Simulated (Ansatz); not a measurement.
# Pt: pressure −1 GPa

Take Pt in the fcc (Cu type) structure (space group Fm-3m, No. 225; a = 3.918 Å) as the base.

It is then changed as follows: hydrostatic tension (pressure −1 GPa).

All numbers come from Ansatz (a first-principles code), PBEsol, PAW, cutoff 420 eV, spin-orbit coupling left out. Γ-centred 20×20×20 mesh, Fermi–Dirac width 0.05 eV.

```tsv
quantity	base	changed	shift
volume per atom	15.04 Å³	15.09 Å³	+0.05 Å³
density	21.54 g/cm³	21.46 g/cm³	-0.08 g/cm³
lattice parameter a	7.404 bohr	7.413 bohr	+0.009 bohr
shortest interatomic distance	5.236 bohr	5.242 bohr	+0.006 bohr
enthalpy H = E + PV relative to the base's energy	–	-0.09 eV/atom	–
band gap	zero	zero	–
```

Final structure:

```
Pt
1.0
    0.00000     1.96146     1.96146
    1.96146     0.00000     1.96146
    1.96146     1.96146     0.00000
Pt
1
Cartesian
  0.00000   0.00000   0.00000
```

Load acts through the strain it causes; cell and atoms are relaxed under it. No phonon test of stability was made. All final runs are without spin polarisation.
